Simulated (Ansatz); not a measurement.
The starting structures come from a database of crystals and need not be the phases stable at ambient conditions.

Tunnelling through a barrier is set by its complex band structure: the current falls as exp(−2κd) with the smallest κ.

Given:

```yaml
crystal:
  lattice:
    - [3.74180, 0.00000, 0.00000]
    - [0.00000, 4.82040, 0.00000]
    - [0.00000, 0.00000, 4.80805]
  atoms:
    - { symbol: Fe, position: [0.62405, 0.51957, 0.75000] }
    - { symbol: Fe, position: [0.37595, 0.48043, 0.25000] }
    - { symbol: Fe, position: [0.12405, 0.98043, 0.25000] }
    - { symbol: Fe, position: [0.87595, 0.01957, 0.75000] }
    - { symbol: B, position: [0.89340, 0.33909, 0.06928] }
    - { symbol: B, position: [0.10660, 0.66091, 0.93072] }
    - { symbol: B, position: [0.39340, 0.16091, 0.93072] }
    - { symbol: B, position: [0.60660, 0.83909, 0.06928] }
    - { symbol: B, position: [0.60660, 0.83909, 0.43072] }
    - { symbol: B, position: [0.39340, 0.16091, 0.56928] }
    - { symbol: B, position: [0.10660, 0.66091, 0.56928] }
    - { symbol: B, position: [0.89340, 0.33909, 0.43072] }
```

Space group of this cell: Pnma. The cell is taken as given; by r2SCAN its mean pressure is -6.8 GPa.

Transport runs along the normal of the first two printed cell vectors.

No gap correction and no spin-orbit coupling; mid-gap values are interpolated between computed energies.

Question: Compute, with r2SCAN run with Ansatz (an electronic-structure program), the band gap and the smallest decay constant κ at mid-gap.

Answer: Gap 0.52 eV on a 8×6×6 mesh; κ = 0.158 1/Å, at (0.500, 0.500) of the in-plane reciprocal vectors. At the zone centre, at the nearest computed energy, the slowest state has κ = 0.32 1/Å.
